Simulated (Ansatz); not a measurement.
The parent structure is AlAs in the zinc blende structure (space group F-43m, No. 216; a = 5.675 Å). Axes: x, y, z lie along the cube axes.

All numbers come from DFT with PBEsol, PAW potentials and a 420 eV plane-wave cutoff in Ansatz (a quantum-chemistry and plane-wave program), no spin-orbit coupling.

For the base:

| Property | Result |
|---|---|
| Smallest direct gap | 1.91 eV |
| Band gap | 1.34 eV |
| Volume per atom | 22.84 Å³ |

The change: compressive biaxial strain of 0.51 % in the plane normal to [001], as in epitaxy on a mismatched substrate; the out-of-plane cell vector and the atoms relax.

Question: How does this affect the smallest direct gap, band gap, energy relative to the base and volume per atom?

Answer: The smallest direct gap goes up by 0.02 eV (1.91 eV → 1.93 eV); the band gap decreases by 0.04 eV to 1.30 eV; the energy rises by 0.4 meV/atom; the volume per atom falls by 0.117 Å³ (22.84 Å³ → 22.73 Å³).

Stability against distortions was not tested.
